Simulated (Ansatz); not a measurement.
The reference is GaAs in the rock salt structure (space group Fm-3m, No. 225; a = 5.3035 Å; a hypothetical phase, not in the database extracts checked).

Calculations: PBEsol/PAW in Ansatz (a program for electronic structure), scalar-relativistic without spin-orbit coupling.

For the base:

The lattice parameter a is 10.022 bohr.

One thing is altered: a hydrostatic pressure of 0.7 GPa.

### Question
What does the calculation give for the lattice parameter a after the change?

### Answer
The lattice parameter a drops by 0.028 bohr, from 10.022 bohr to 9.994 bohr.

Load acts through the strain it causes; cell and atoms are relaxed under it. No phonon test of stability was made. The final runs are not spin-polarised.
